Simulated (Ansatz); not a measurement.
HfN: biaxial strain −0.42 %, plane normal [111], relaxed out of plane

Consider HfN in the rock salt structure (space group Fm-3m, No. 225; a = 4.5257 Å; relaxed with 0.1 eV smearing). Axes: x, y, z lie along the cube axes.

Now apply this change: biaxial strain −0.42 %, plane normal [111], relaxed out of plane (Cartesian); in-plane vectors clamped, the third vector and the atoms free.

Method: r2SCAN (Ansatz, an electronic-structure program; PAW; 500 eV plane waves; no spin-orbit coupling). Γ-centred 22×22×22 mesh, Fermi–Dirac width 0.1 eV.

```csv
quantity,base,changed,shift
volume per atom,11.59 Å³,11.53 Å³,-0.06 Å³
space group,Fm-3m (No. 225),R-3m (No. 166),–
shortest interatomic distance,4.276 bohr,4.269 bohr,-0.007 bohr
energy relative to the base (free energy F),0 meV/atom,+0.6 meV/atom,+0.6 meV/atom
"pressure (mean of the normal stresses, compression positive)",0.0 GPa,1.4 GPa,+1.4 GPa
band gap,zero,zero,–
out-of-plane strain,–,+0.37 %,–
mean in-plane stress (compression positive),–,+2.0 GPa,–
```

Cost of the whole job for the changed cell (relaxation, final SCF and bands): about 3 core-minutes (a rough figure).

No phonon test of stability was made. The final runs are not spin-polarised. An odd electron count without spin: HfN.
